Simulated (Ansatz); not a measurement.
# Cu (Fm-3m): band-structure transport figures

Data:

```yaml
crystal:
  lattice:
    - [0.00000, 1.81404, 1.81404]
    - [1.81404, 0.00000, 1.81404]
    - [1.81404, 1.81404, 0.00000]
  atoms:
    - { symbol: Cu, position: [0.00000, 0.00000, 0.00000] }
```

Method: PBE, rigid bands (plane waves, PAW, scalar-relativistic; Ansatz, a first-principles code). Condition of this run: functional PBE, cell relaxed with it. Geometry: cell and atoms relaxed with PBE.

```
Property                                                          Result
------------------------------------  ----------------------------------
density of states at the Fermi level  0.307 states/(eV·cell), both spins
bare Sommerfeld coefficient                    0.72 mJ/(mol of atoms·K²)
Drude plasma energy                                               8.9 eV
root-mean-square Fermi velocity                                1.1e6 m/s
resistivity times τ                                     6.2 ×10⁻²² Ω·m·s
resistivity times mean free path                         6.7 ×10⁻¹⁶ Ω·m²
```

A metal at this level (no band gap); rigid bands, thermally averaged at 300 K, both spins. Spin-orbit coupling is left out. τ is one relaxation time for all states; the product of resistivity and mean free path takes one path for all states instead.
